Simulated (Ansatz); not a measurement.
System: white tin (β-Sn). Method: LDA (Ansatz, a first-principles code, plane waves, PAW).

Input:

Ansatz 0.2 input:
```yaml
crystal:
  lattice:
    - [-2.9128498322, 2.9128498322, 1.5731351288]
    - [2.9128498322, -2.9128498322, 1.5731351288]
    - [2.9128498322, 2.9128498322, -1.5731351288]
  atoms:
    - { symbol: Sn, position: [0.25, 0.75, 0.5] }
    - { symbol: Sn, position: [0.0, 0.0, 0.0] }
basis:
  ecutwfc: 520
  ecutrho_ratio: 4
  xc_grid: 2
kpoints:
  mp_grid: { grid: [20, 20, 20] }
hamiltonian:
  xc: lda
  dispersion: none
  pseudopotentials: { kind: paw }
scf:
  occupations: { method: fermi_dirac, width: 0.05 }
output:
  forces: true
  stress: true
  eigenvalues: true
relax:
  f_tol: 0.004
  escape_saddle: false
  max_steps: 80
  cell: { stress_tol: 0.02, fix: [volume] }
```

Output (set-up and result lines):

```
Relaxation: its limit of steps is 80 (relax.max_steps)
Crystal: 2 atoms, lattice volume = 53.390 Å³
Basis set: ecut = 520 eV, 1445 PW (Γ), exchange–correlation on 72×72×72 points (8 copies of the dense FFT grid, shifted against one another)
Bands: 18, of which v1, the nominal top of the filled ones, is band 14 counted from 1 (13 counted from 0)
Symmetry: 16 space group operations
Space group: I41/amd (ITA 141), of the structure as read, at distance tolerance 3.8e-5 Å
k-points: 641 of 8000
Functional: x = slater, c = lda
SCF iter   1: F=—  HF=-11759.077403 eV  |F-HF|=—  |Δ(HF+E_count)|=         —  Δρ=6.67e-3  dr2=1.06e-2
SCF iter   2: F=—  HF=-11759.071313 eV  |F-HF|=—  |Δ(HF+E_count)|=   6.09e-3  Δρ=3.55e-3  dr2=3.13e-3
  ...
SCF 1 converged in 7 iterations: F = -11759.070128 eV  dr2 = 2.54e-8
Crystal: 2 atoms, lattice volume = 53.390 Å³
Initial density: handed on by an earlier stage of this run
SCF iter   5: F=—  HF=-11759.070128 eV  |F-HF|=—  |Δ(HF+E_count)|=  2.66e-10  Δρ=1.02e-7  dr2=3.47e-12
SCF iter   6: F=-11759.070128 eV  HF=-11759.070128 eV  |F-HF|=7.28e-12  |Δ(HF+E_count)|=  7.28e-12  Δρ=1.38e-8  dr2=1.07e-13
SCF 2 converged in 6 iterations: F = -11759.070128 eV  dr2 = 1.07e-13
SCF converged after 6 iterations
Free energy (F): -11759.070128 eV
Internal energy: -11759.062778 eV  (E = F + TS)
E sigma→0 (E₀):  -11759.066453 eV
Fermi energy:    10.618732 eV
--- Forces (eV/Å), atoms counted from 1 ---
  atom   1  Sn     0.00000000    -0.00000000     0.00000000
  atom   2  Sn    -0.00000000     0.00000000     0.00000000
--- Stress (GPa, compression-positive) ---
       -1.127457       0.000000      -0.000000
        0.000000      -1.127457       0.000000
        0.000000      -0.000000      -1.136097
  P = ⅓ Tr σ = -1.1303 GPa (-11.303 kbar)
```

The cell is one volume of an energy–volume scan, off the minimum.

The PAW data were made under PBE.
